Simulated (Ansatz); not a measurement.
Response to strain in Au

Consider Au in the fcc (Cu type) structure (space group Fm-3m, No. 225; relaxed with 0.1 eV smearing).

```xyz
1
Lattice="0.0000 2.0238 2.0238 2.0238 0.0000 2.0238 2.0238 2.0238 0.0000" Properties=species:S:1:pos:R:3 pbc="T T T"
Au     0.0000     0.0000     0.0000
```

Cartesian axes are those of the cell as printed.

Strains are applied to the cell and any free atomic positions relax; under biaxial strain the out-of-plane vector relaxes too.

Calculations: LDA (Ansatz, an electronic-structure program, PAW, no SOC).

Notes on the quantities. energy relative to the base: free energy F.

| biaxial strain, plane normal [111], relaxed out of plane (%) | energy relative to the base (meV/atom) |
|---|---|
| 0 | 0.0 |
| 0.42 | ? |
| 0.83 | 1.3 |
| 1.25 | 2.8 |
| 1.67 | 4.7 |
| 2.08 | 6.9 |
| 2.5 | 9.5 |

### Question
Fit ΔE = Aε² + Bε³ (ε in %) to the rows shown and predict the withheld row.

### Answer
Least squares on the printed values gives A = 2.03 and B = -0.21 meV/atom (largest residual 0.0 meV/atom); this predicts 0.3 meV/atom, and the run gives 0.3 meV/atom, in agreement.

No phonon test of stability was made.
